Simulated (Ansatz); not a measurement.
The parent structure is Ag in the fcc (Cu type) structure (space group Fm-3m, No. 225; a = 4.0544 Å).

The change: Ni takes the place of Ag on all its sites; the structure is relaxed again.

Levels (all Ansatz, a program for electronic structure, PAW): PBEsol (420 eV, scalar-relativistic without spin-orbit coupling); r2SCAN (500 eV, no spin-orbit coupling).

The geometry is relaxed with PBEsol.

- PBEsol pressure = 0.0 GPa
- PBEsol largest site moment = 0.65 μB
- PBEsol magnetic state = ferromagnetic

Task: How does going to r2SCAN change the pressure, largest site moment and magnetic state?

Result: The pressure goes from zero to 3.0 GPa; the largest site moment goes up by 0.15 μB (0.65 μB → 0.80 μB); the magnetic state stays ferromagnetic.

The magnetic state is the one reached from the starting moments; the real material's order can differ, and small cells can't hold many antiferromagnetic ones. Single points use the geometry relaxed with PBEsol. Their cutoffs differ, which shifts pressures a little. Stability against distortions was not tested.
